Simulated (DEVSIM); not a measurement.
System: Schottky contact on n-type GaAs, at 350 K.

Layer 1 from the left is GaAs, thickness (μm) 1.10, Nd (cm⁻³) 1.1e15, τn (s) 6e-9, τp (s) 6e-9.

Left contact: Schottky, work function 4.92 eV, emission velocity 9.2e6 cm/s. Right contact: ohmic. Voltage is applied to the left contact. Recombination: SRH at mid-gap, radiative. Mobility is μmin + (μ − μmin)/(1 + (N/Nref)^α).

The device is made up for the run: typed textbook-type constants, with dimensions and the other settings drawn at random. Values at 300 K; Nc and Nv go as T^1.5, mobilities as T to minus their exponent, the gap by Varshni's rule with the affinity fixed.

GaAs: gap (eV) 1.424, affinity (eV) 4.07, permittivity 12.9, Nc (cm⁻³) 4.7e17, Nv (cm⁻³) 9e18, μn (cm²/Vs) 8500, μp (cm²/Vs) 400, μn,min 500, μp,min 20, Nref,n 6e16, Nref,p 1.5e17, αn 0.39, αp 0.38, T exponent of μn 2.1, T exponent of μp 2.2, B (cm³/s) 2e-10, Varshni α (eV/K) 0.000541, Varshni β (K) 204.

Simulated with DEVSIM: 1D drift-diffusion, Boltzmann statistics, complete ionisation; no tunnelling, impact ionisation, image-force lowering or self-heating. Metal contacts follow the ideal Schottky-Mott rule: no Fermi-level pinning, no interface dipoles.

Dark forward current:

```csv
|V| (V),|J| (A/cm²)
0.05,1.915e-6
0.10,1.178e-5
0.15,6.298e-5
0.20,0.0003289
0.25,0.001709
0.30,0.008860
0.35,0.04578
0.40,0.2352
0.45,1.194
0.50,5.892
0.55,26.79
0.60,99.17
0.65,264.5
0.70,521.3
0.75,840.1
0.80,1196
0.85,1574
0.90,1965
0.95,2365
```

Work out the local ideality factor n = ΔV / (kT/q · ln(J2/J1)) between the rows 0.15 and 0.20 V, 0.90 and 0.95 V.

kT/q = 30.16 mV. From 0.15 to 0.20 V: ln(0.0003289/6.298e-5) = 1.653, n = 1.00, near the 1 of diffusion or emission over a barrier. From 0.90 to 0.95 V: ln(2365/1965) = 0.185, n = 8.95; the layers' resistance at their doping, Σ W/(qμN) = 0.00012 Ω cm², would take 49 mV of this step of 50 mV.

Estimate the current at 0.30 V for emission alone, J0 = q v N_band exp(−φB/kT), and read the barrier back from the simulated current.

φB = 0.850 eV, N_band = 5.92e17 cm⁻³, J0 = 5.03e-7 A/cm²; J = J0 (exp(qV/kT) − 1) = 0.0105 A/cm². The simulation gives 0.00886 A/cm²; the estimate lies 19 % above. Read backwards, the simulated current gives an apparent barrier of 0.855 eV. The estimate leaves out transport through the depletion region and minority injection.
